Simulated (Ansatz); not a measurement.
This Ansatz (a program for electronic structure) input is the reference run, RbBr in the rock salt structure (space group Fm-3m, No. 225), computed with DFT with PBEsol, PAW potentials and a 420 eV plane-wave cutoff in Ansatz, no SOC:

Ansatz 0.2 input:
```yaml
crystal:
  lattice:
    - [0, 3.4216394354, 3.4216394354]
    - [3.4216394354, 0, 3.4216394354]
    - [3.4216394354, 3.4216394354, 0]
  atoms:
    - { symbol: Rb, position: [0, 0, 0] }
    - { symbol: Br, position: [0.5, 0.5, 0.5] }
basis: { ecutwfc: 420, ecutrho_ratio: 4, xc_grid: 2, fft_grid_basis: typed }
kpoints: { mp_grid: { grid: [8, 8, 8] } }
hamiltonian:
  xc: pbesol
  dispersion: none
  pseudopotentials: { kind: paw }
scf: { occupations: { method: fermi_dirac, width: 0.05 }, convergence: { dr2_threshold: 0.0000000002 } }
output: { forces: true, stress: true }
checkpoint: { write: state.ck, write_every: 1000 }
```

Write the input for this change: a pure shear with ε_xy = ε_yx = 0.0029; the atoms relax in the strained cell.


Ansatz 0.2 input:
```yaml
crystal:
  lattice:
    - [0.0099227544, 3.4216394354, 3.4216394354]
    - [3.4216394354, 0.0099227544, 3.4216394354]
    - [3.4315621898, 3.4315621898, 0]
  atoms:
    - { symbol: Rb, position: [0, 0, 0] }
    - { symbol: Br, position: [0.5, 0.5, 0.5] }
basis: { ecutwfc: 420, ecutrho_ratio: 4, xc_grid: 2, fft_grid_basis: typed }
kpoints: { mp_grid: { grid: [8, 8, 8] } }
hamiltonian:
  xc: pbesol
  dispersion: none
  pseudopotentials: { kind: paw }
scf: { occupations: { method: fermi_dirac, width: 0.05 }, convergence: { dr2_threshold: 0.0000000002 } }
relax: { f_tol: 0.005, max_steps: 50 }
output: { forces: true, stress: true }
checkpoint: { write: state.ck, write_every: 1000 }
```
This is the input that was run.

Stability against distortions was not tested.
